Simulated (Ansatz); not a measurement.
Start from Co2Si (space group Pnma, No. 62; a = 4.808 Å, b = 3.669 Å, c = 6.973 Å; weakly magnetic (sensitive to the mesh)).

The values are results of PBEsol (Ansatz, a program for electronic structure), no spin-orbit coupling, not measurements.

Before the change:

* **Pressure**: 0.0 GPa

Modification: every lattice vector is stretched by 2.50 %; the atoms relax in the strained cell.

What does the calculation give for the pressure after the change?

The pressure (mean of the normal stresses, compression positive) goes from zero to -15.5 GPa.

Estimate the effect on the energy relative to the base.

The energy grows by 41 meV/atom.

Other magnetic orders, which the real material may have, were not ruled out. No phonon test of stability was made. Starting moments died away, wholly or in part, for the base; another magnetic solution may exist.
